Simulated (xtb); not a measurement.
xtb 6.7.1, GFN2-xTB: c1ccc(-c2ccc(-c3ccc[se]3)cc2)cc1, 29 atoms. The geometry is a generated start, not checked to be a minimum at this level.

```yaml
run_flags: --grad
method: GFN2-xTB
"--acc": 1 (default)
"--etemp (K)": 300 (default)
basis_functions: 86
valence_electrons: 82
```

```xyz
29

C     -5.1853    -0.0841     0.0674
C     -4.5576    -1.1186    -0.6085
C     -3.1622    -1.1331    -0.6586
C     -2.4163    -0.1328    -0.0450
C     -0.9602    -0.1184    -0.0784
C     -0.1830    -1.2531    -0.1060
C      1.2152    -1.1920    -0.1382
C      1.7837     0.0567    -0.1409
C      3.2528     0.2538    -0.1734
C      4.1696    -0.3935     0.5598
C      5.4759    -0.1321     0.4450
C      5.9191     0.8107    -0.4301
Se     4.2754     1.5476    -1.3295
C      1.0203     1.2268    -0.1132
C     -0.3541     1.1325    -0.0818
C     -3.0796     0.8874     0.6227
C     -4.4705     0.9187     0.6837
H     -6.2539    -0.0392     0.1280
H     -5.1479    -1.8964    -1.0856
H     -2.6384    -1.9281    -1.1807
H     -0.6592    -2.2392    -0.1059
H      1.8208    -2.0742    -0.1601
H      3.8169    -1.1868     1.2963
H      6.2375    -0.6869     1.0677
H      6.9725     1.0977    -0.5970
H      1.5368     2.1834    -0.1182
H     -0.9170     2.0560    -0.0602
H     -2.5486     1.6984     1.1210
H     -4.9627     1.7388     1.2194
```

One run each on 1 thread. Values of broydamp tried: 0.02, 0.05, 0.1, 0.2, 0.4 (default), 0.6, 0.8, 1.

### Question
Predict the course of the SCC iterations along this series.

### Answer
Fewest SCC iterations, within one of each other: 0.2 with 13, 0.4 (default) with 13, 0.6 with 13, 0.8 with 14. The count rises to 20 at 0.02. All converge to one solution.

```csv
broydamp,SCC iterations,end
0.02,20,same solution
0.05,18,same solution
0.1,16,same solution
0.2,13,same solution
0.4 (default),13,same solution
0.6,13,same solution
0.8,14,same solution
1,16,same solution
```
